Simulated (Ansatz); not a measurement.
The reference is KTaO3 in the cubic perovskite structure (space group Pm-3m, No. 221; a = 3.989 Å).

The values are results of r2SCAN, PAW, 500 eV (Ansatz, a quantum-chemistry and plane-wave program; spin-orbit coupling left out), earlier PAW set, not measurements.

One change was made to it. Results:

The shortest interatomic distance shrinks by 0.013 Å to 1.982 Å; the band gap grows by 0.05 eV to 2.69 eV; the width of the top valence band is still 1.10 eV.

Q: Name the change that was made.
A) pressure 60 GPa
B) pressure −2 GPa
C) pressure 4.2 GPa
D) pressure 30 GPa

A: C, pressure 4.2 GPa. For comparison, the band gap in the other runs: pressure 60 GPa gives 3.09 eV; pressure −2 GPa gives 2.61 eV; pressure 30 GPa gives 2.92 eV.

Spin-orbit coupling, missing from the scalar runs, can matter with Ta. Load acts through the strain it causes; cell and atoms are relaxed under it. No phonon test of stability was made. Competing high-pressure phases were not computed.
